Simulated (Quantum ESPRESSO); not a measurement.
Worked example: self-consistent single point of a (001) slab of Al (cut from a parent of space group no. 225; 4 atoms in the cell) in Quantum ESPRESSO.

Method: PBEsol, PseudoDojo standard norm-conserving (PBESOL) pseudopotentials (plane waves; Quantum ESPRESSO).

The change in words: vacuum of 7 angstrom (first run: 14 Å). Reference geometry:
```xyz
4
Lattice="2.8724 0.0000 0.0000 -2.8724 2.8724 0.0000 0.0000 0.0000 20.0933" Properties=species:S:1:pos:R:3 pbc="T T T"
Al     0.0000     0.0000     9.0311
Al    -1.4362     1.4362     7.0000
Al     0.0000     0.0000    13.0933
Al    -1.4362     1.4362    11.0622
```

Reference input (self-consistent single point, DFT, PBEsol, plane waves, PseudoDojo standard norm-conserving (PBESOL) pseudopotentials): ecutwfc = 40 Ry; occupations = smearing; smearing = gaussian; degauss = 0.0073499 Ry; mixing_mode = local-TF; potentials = {Al: Al.upf}; K_POINTS = automatic 13 13 1 0 0 0; conv_thr = 1e-10 Ry; mixing_beta = 0.5. This run's input differs from it in these lines:

```diff
@@ -25,6 +25,6 @@
 ATOMIC_POSITIONS {crystal}
-Al    0.0000000000    0.0000000000    0.4494580000
-Al    0.0000000000    0.5000000000    0.3483750000
-Al    0.0000000000    0.0000000000    0.6516250000
-Al    0.0000000000    0.5000000000    0.5505420000
+Al    0.0000000000    0.0000000000    0.4224370000
+Al    0.0000000000    0.5000000000    0.2673120000
+Al    0.0000000000    0.0000000000    0.7326880000
+Al    0.0000000000    0.5000000000    0.5775630000
 K_POINTS {automatic}
@@ -34,3 +34,3 @@
   -5.4280001875     5.4280001875     0.0000000000
-   0.0000000000     0.0000000000    37.9708528372
+   0.0000000000     0.0000000000    24.7427435087
```

The program printed (abridged):

```
     Self-consistent Calculation

     iteration #  1     ecut=    40.00 Ry     beta= 0.50

     total energy              =     -18.48120137 Ry
     estimated scf accuracy    <       0.28057539 Ry

     iteration #  2     ecut=    40.00 Ry     beta= 0.50

     total energy              =     -18.45179960 Ry
     estimated scf accuracy    <       0.14358525 Ry

     iteration #  3     ecut=    40.00 Ry     beta= 0.50

     total energy              =     -18.46862629 Ry
     estimated scf accuracy    <       0.02747276 Ry

   [... 10 blocks of this kind left out ...]

     iteration # 14     ecut=    40.00 Ry     beta= 0.50

     total energy              =     -18.47373006 Ry
     estimated scf accuracy    <          6.3E-10 Ry

     iteration # 15     ecut=    40.00 Ry     beta= 0.50
     End of self-consistent calculation

     the Fermi energy is     3.1141 ev

!    total energy              =     -18.47373006 Ry
     estimated scf accuracy    <          2.7E-11 Ry
     smearing contrib. (-TS)   =      -0.00123011 Ry
     internal energy E=F+TS    =     -18.47249994 Ry

     convergence has been achieved in  15 iterations

     Forces acting on atoms (cartesian axes, Ry/au):

     atom    1 type  1   force =     0.00000000    0.00000000    0.00013869
     atom    2 type  1   force =     0.00000000    0.00000000   -0.00042194
     atom    3 type  1   force =     0.00000000    0.00000000    0.00042194
     atom    4 type  1   force =     0.00000000    0.00000000   -0.00013869

     Total force =     0.000628     Total SCF correction =     0.000006

          total   stress  (Ry/bohr**3)                   (kbar)     P=      -28.73
  -0.00028785   0.00000000   0.00000000          -42.34        0.00        0.00
  -0.00000000  -0.00028785   0.00000000           -0.00      -42.34        0.00
   0.00000000   0.00000000  -0.00001017            0.00        0.00       -1.50

   JOB DONE.
```

The run converged in 15 iterations. Against the reference run the free energy falls by 3.0 meV/atom and the largest force goes from 0.004 to 0.011 eV/Å.

The starting cell has typed, rounded lattice constants, without a prior relaxation at this level. The slab is cut from that crystal, and its faces are unrelaxed. Its lattice was rescaled by up to half a per cent.
